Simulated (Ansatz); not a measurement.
Formation energy of the bound charge states of B vacancy + P on the B site (V_B+P_B) in zinc-blende BP (start: the B site; B 3.22 Å away; 64-site cell, 2×2×2 shifted sampling) against the Fermi level, B-rich (Δμ(B) = -0.24 eV, Δμ(P) = -0.61 eV, bounded by B12P2 (R-3m), B6P (R-3m); only phases computed here count, gases as isolated molecules at 0 K). All values below come from PBE, PAW (plane waves to 420 eV; Ansatz, a quantum-chemistry and plane-wave program).

Set-up: 64-site cell; 2×2×2 shifted k-points; host gap 1.25 eV; charged states image-corrected; finite-size errors of tenths of an eV; flagged in the runs: a strain field that reaches the edge of the cell.

```json
[
 {"E_F − E_VBM (eV)": "0.00", "q = +1": "5.37", "q = 0": "5.64", "q = −1": "6.39"},
 {"E_F − E_VBM (eV)": "0.16", "q = +1": "5.52", "q = 0": "5.64", "q = −1": "6.24"},
 {"E_F − E_VBM (eV)": "0.31", "q = +1": "5.68", "q = 0": "5.64", "q = −1": "6.08"},
 {"E_F − E_VBM (eV)": "0.47", "q = +1": "5.83", "q = 0": "5.64", "q = −1": "5.93"},
 {"E_F − E_VBM (eV)": "0.62", "q = +1": "5.99", "q = 0": "5.64", "q = −1": "5.77"},
 {"E_F − E_VBM (eV)": "0.78", "q = +1": "6.15", "q = 0": "5.64", "q = −1": "5.61"},
 {"E_F − E_VBM (eV)": "0.94", "q = +1": "6.30", "q = 0": "5.64", "q = −1": "5.46"},
 {"E_F − E_VBM (eV)": "1.09", "q = +1": "6.46", "q = 0": "5.64", "q = −1": "5.30"},
 {"E_F − E_VBM (eV)": "1.25", "q = +1": "6.61", "q = 0": "5.64", "q = −1": "5.15"}
]
```

Crossings of the lowest lines: (+1/0) at 0.28 eV; (0/−1) at 0.75 eV.
